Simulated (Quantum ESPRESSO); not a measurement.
## Short convergence ladders for CaPb3 (P4mm, 4 atoms in the cell)

```
CaPb3
1.0
    4.90277     0.00000     0.00000
    0.00000     4.90277     0.00000
    0.00000     0.00000     4.90277
Ca Pb
1 3
Cartesian
  0.00000   0.00000   0.05000
  0.00000   2.45138   2.45138
  2.45138   0.00000   2.45138
  2.45138   2.45138   0.00000
```

Base method: PBEsol, GBRV 1.5 ultrasoft (PBESOL) pseudopotentials (plane waves; Quantum ESPRESSO).

Base settings: ecutwfc = 40 Ry; ecutrho = 200 Ry; occupations = smearing; smearing = gauss; degauss = 0.0073499 Ry; potentials = {Ca: ca_pbesol_v1.uspp.F.UPF, Pb: pb_pbesol_v1.uspp.F.UPF}; K_POINTS = automatic 3 3 3 0 0 0; conv_thr = 1e-09 Ry.

The count of work is k-points × plane waves × bands × iterations; it is no time. Core times come from one kind of shared machine, to one figure; runs under 30 s give none.

**The cutoff for other potential files**

Level: DFT, PBEsol, plane waves, PSlibrary PAW (PBE) pseudopotentials.

In this ladder: pseudopotentials = {Ca: Ca.pbe-spn-kjpaw_psl.1.0.0.UPF, Pb: Pb.pbe-dn-kjpaw_psl.1.0.0.UPF}; input_dft = pbesol. Moved along: ecutrho.

The second cell is the first with its lattice scaled by 0.98.

The mesh stays at the base's, so the ladder's end is converged at best in this setting alone.

Only quantities that move along the ladder and can be compared are tabulated.

```csv
ecutwfc,free energy less the last step's (meV/atom),energy of the compressed cell less the first (meV/atom),pressure (GPa),largest difference of a force vector from the last step's (eV/Å),count of work / last,core time / last (rough)
25 Ry,20433.73,1.58,-481.01,0.167,0.12,0.2
30 Ry,5119.06,109.24,-165.30,0.104,0.14,–
38 Ry,421.67,-26.93,-21.07,0.006,0.24,0.2
47 Ry,95.30,-10.54,-2.34,0.000,0.31,0.2
55 Ry,76.60,-10.07,-3.19,0.000,0.35,0.2
66 Ry,23.00,-10.55,-3.00,0.000,0.51,0.3
82 Ry,7.05,-10.68,-2.24,0.000,0.71,0.4
110 Ry,0.00,-10.68,-2.28,0.000,1.0,1
```

Coarsest ecutwfc that holds the pressure within 0.1 GPa of the last step, with all finer ones: 82 Ry, at about 0.4 of the last step's time; the step before is off by 0.72 GPa.

Coarsest ecutwfc that holds the energy of the compressed cell less the first within 2 meV/atom of the last step, with all finer ones: 47 Ry, at 0.31 of the last step's count of work and about 0.2 of the last step's time; the step before is off by 16 meV/atom.

Coarsest ecutwfc that holds the free energy within 5 meV/atom: not settled: the last two steps still differ by 7.0 meV/atom, over half the tolerance, so the ladder does not show it.

At the lowest cutoff the pressure lies 479 GPa under the last step's, the usual sign of Pulay stress in an incomplete plane-wave basis.

**The density cutoff**

The second cell is the first with its lattice scaled by 0.98.

The mesh stays at the base's, so the ladder's end is converged at best in this setting alone.

Only quantities that move along the ladder and can be compared are tabulated.

```csv
ecutrho,free energy less the last step's (meV/atom),energy of the compressed cell less the first (meV/atom),pressure (GPa),core time / last (rough)
80 Ry,-49.77,-15.73,0.30,–
120 Ry,-1.47,-11.89,-2.34,–
160 Ry,-1.06,-11.87,-2.31,–
200 Ry,-0.25,-11.95,-2.35,0.5
240 Ry,0.04,-11.95,-2.34,–
320 Ry,-0.03,-11.96,-2.35,0.4
400 Ry,0.00,-11.96,-2.35,0.4
480 Ry,0.00,-11.96,-2.35,0.8
640 Ry,0.00,-11.96,-2.35,1
```

Coarsest ecutrho that holds the pressure within 0.5 GPa of the last step, with all finer ones: 120 Ry; the step before is off by 2.6 GPa.

Coarsest ecutrho that holds the energy of the compressed cell less the first within 2 meV/atom of the last step, with all finer ones: 120 Ry; the step before is off by 3.8 meV/atom.

Coarsest ecutrho that holds the free energy within 2 meV/atom of the last step, with all finer ones: 120 Ry; the step before is off by 50 meV/atom.

The energy difference between the two cells stays within 1 meV/atom of the last step's from 120 Ry on, the total only from 200 Ry on: much of the error is common to both cells and cancels.

On the base run: the starting cell comes from a database of computed structures (which also holds hypothetical and non-ambient phases and stackings), without a prior relaxation at this level. Its lattice was rescaled by up to half a per cent. One atom was moved a little off its site on purpose. Without a gap this mesh is coarse (it stands for a supercell whose shortest vector is 15 Å).
